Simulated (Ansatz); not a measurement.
Results of r²SCAN in Ansatz (PAW) for BeCdO2 (model structure, started from the ScAlN2 type, P3m1, No. 156, 4 atoms in the cell).

Input:

Ansatz 0.2 input:
```yaml
crystal:
  lattice:
    - [3.0343357915, 0.0, 0.0]
    - [-1.5171678957, 2.627811879, 0.0]
    - [0.0, 0.0, 5.4385727493]
  atoms:
    - { symbol: Cd, position: [0.3333333333, 0.6666666667, 0.0281590812] }
    - { symbol: O, position: [0.3333333333, 0.6666666667, 0.4206337768] }
    - { symbol: Be, position: [0.6666666667, 0.3333333333, 0.5178336452] }
    - { symbol: O, position: [0.6666666667, 0.3333333333, 0.8033734968] }
basis:
  ecutwfc: 560
  ecutrho_ratio: 4
  xc_grid: 3
kpoints:
  mp_grid: { grid: [12, 12, 6] }
  band_path:
    path:
      - [0.0, 0.0, 0.0]
      - [0.041667, 0.0, 0.0]
      - [0.083333, 0.0, 0.0]
      - [0.125, 0.0, 0.0]
      - [0.166667, 0.0, 0.0]
      - [0.208333, 0.0, 0.0]
      - [0.25, 0.0, 0.0]
      - [0.291667, 0.0, 0.0]
      - [0.333333, 0.0, 0.0]
      - [0.375, 0.0, 0.0]
      - [0.416667, 0.0, 0.0]
      - [0.458333, 0.0, 0.0]
      - [0.5, 0.0, 0.0]
      - [0.472222, 0.055556, 0.0]
      - [0.444444, 0.111111, 0.0]
      - [0.416667, 0.166667, 0.0]
      - [0.388889, 0.222222, 0.0]
      - [0.361111, 0.277778, 0.0]
      - [0.333333, 0.333333, 0.0]
      - [0.309524, 0.309524, 0.0]
      - [0.285714, 0.285714, 0.0]
      - [0.261905, 0.261905, 0.0]
      - [0.238095, 0.238095, 0.0]
      - [0.214286, 0.214286, 0.0]
      - [0.190476, 0.190476, 0.0]
      - [0.166667, 0.166667, 0.0]
      - [0.142857, 0.142857, 0.0]
      - [0.119048, 0.119048, 0.0]
      - [0.095238, 0.095238, 0.0]
      - [0.071429, 0.071429, 0.0]
      - [0.047619, 0.047619, 0.0]
      - [0.02381, 0.02381, 0.0]
      - [0.0, 0.0, 0.1]
      - [0.0, 0.0, 0.2]
      - [0.0, 0.0, 0.3]
      - [0.0, 0.0, 0.4]
      - [0.0, 0.0, 0.5]
      - [0.041667, 0.0, 0.5]
      - [0.083333, 0.0, 0.5]
      - [0.125, 0.0, 0.5]
      - [0.166667, 0.0, 0.5]
      - [0.208333, 0.0, 0.5]
      - [0.25, 0.0, 0.5]
      - [0.291667, 0.0, 0.5]
      - [0.333333, 0.0, 0.5]
      - [0.375, 0.0, 0.5]
      - [0.416667, 0.0, 0.5]
      - [0.458333, 0.0, 0.5]
      - [0.5, 0.0, 0.5]
      - [0.472222, 0.055556, 0.5]
      - [0.444444, 0.111111, 0.5]
      - [0.416667, 0.166667, 0.5]
      - [0.388889, 0.222222, 0.5]
      - [0.361111, 0.277778, 0.5]
      - [0.333333, 0.333333, 0.5]
      - [0.309524, 0.309524, 0.5]
      - [0.285714, 0.285714, 0.5]
      - [0.261905, 0.261905, 0.5]
      - [0.238095, 0.238095, 0.5]
      - [0.214286, 0.214286, 0.5]
      - [0.190476, 0.190476, 0.5]
      - [0.166667, 0.166667, 0.5]
      - [0.142857, 0.142857, 0.5]
      - [0.119048, 0.119048, 0.5]
      - [0.095238, 0.095238, 0.5]
      - [0.071429, 0.071429, 0.5]
      - [0.047619, 0.047619, 0.5]
      - [0.02381, 0.02381, 0.5]
      - [0.5, 0.0, 0.4]
      - [0.5, 0.0, 0.3]
      - [0.5, 0.0, 0.2]
      - [0.5, 0.0, 0.1]
      - [0.333333, 0.333333, 0.4]
      - [0.333333, 0.333333, 0.3]
      - [0.333333, 0.333333, 0.2]
      - [0.333333, 0.333333, 0.1]
    npoints: 1
hamiltonian:
  xc: r2scan
  dispersion: none
  pseudopotentials: { kind: paw }
scf:
  occupations: { method: fermi_dirac, width: 0.01 }
  convergence: { dr2_threshold: 0.0000000004 }
output:
  forces: true
  stress: true
  eigenvalues: true
  write_bands: true
```

Output (set-up and result lines):

```
Crystal: 4 atoms, lattice volume = 43.365 Å³
Basis set: ecut = 560 eV, 1287 PW (Γ), exchange–correlation on 72×72×135 points (27 copies of the dense FFT grid, shifted against one another)
Bands: 21, of which v1, the nominal top of the filled ones, is band 17 counted from 1 (16 counted from 0)
Symmetry: 6 space group operations
Space group: P3m1 (ITA 156), of the structure as read, at distance tolerance 3.5e-5 Å
k-points: 100 of 864 (time reversal used)
Functional: x = r2scan, c = r2scan; τ floored in thin density (d = 2e-4 eV/Å³)
SCF iter   1: F=—  HF=-9500.316698 eV  |F-HF|=—  |Δ(HF+E_count)|=         —  Δρ=1.28e-2  dr2=9.08e-2  dr2_τ=1.68e-1
SCF iter   2: F=—  HF=-9500.450249 eV  |F-HF|=—  |Δ(HF+E_count)|=   1.34e-1  Δρ=9.87e-3  dr2=3.12e-2  dr2_τ=5.94e-3
  ...
SCF iter   9: F=—  HF=-9500.444637 eV  |F-HF|=—  |Δ(HF+E_count)|=   1.33e-8  Δρ=4.31e-6  dr2=6.56e-9  dr2_τ=3.94e-10
SCF iter  10: F=-9500.444637 eV  HF=-9500.444637 eV  |F-HF|=6.00e-11  |Δ(HF+E_count)|=  4.80e-10  Δρ=7.06e-7  dr2=1.75e-10  dr2_τ=8.84e-12
SCF 1 converged in 10 iterations: F = -9500.444637 eV  dr2 = 1.75e-10
SCF converged after 10 iterations
Free energy (F): -9500.444637 eV
Internal energy: -9500.444637 eV  (E = F + TS)
E sigma→0 (E₀):  -9500.444637 eV
Fermi energy:    9.721511 eV
--- Forces (eV/Å), atoms counted from 1 ---
  atom   1  Cd    -0.00000000     0.00000000    -0.09307670
  atom   2  O     -0.00000000     0.00000000    -0.04007624
  atom   3  Be    -0.00000000     0.00000000     0.22400382
  atom   4  O      0.00000000    -0.00000000    -0.09105192
--- Stress (GPa, compression-positive) ---
        1.205428      -0.000000      -0.000000
       -0.000000       1.205428       0.000000
       -0.000000       0.000000       0.815115
  P = ⅓ Tr σ = 1.0753 GPa (10.753 kbar)
```

The PAW data were made under PBE.

Note: the relaxation could raise the start's symmetry but not lower it, so the cell can be a saddle point. Note: cell and atoms aren't relaxed at this level (largest force component 0.22 eV/Å, pressure 1.1 GPa).

A model structure was made by putting elements into a prototype or built by hand; it is no filed structure, need not be a known phase, and can be a saddle point held by its symmetry.

Ansatz is a quantum-chemistry and plane-wave program.
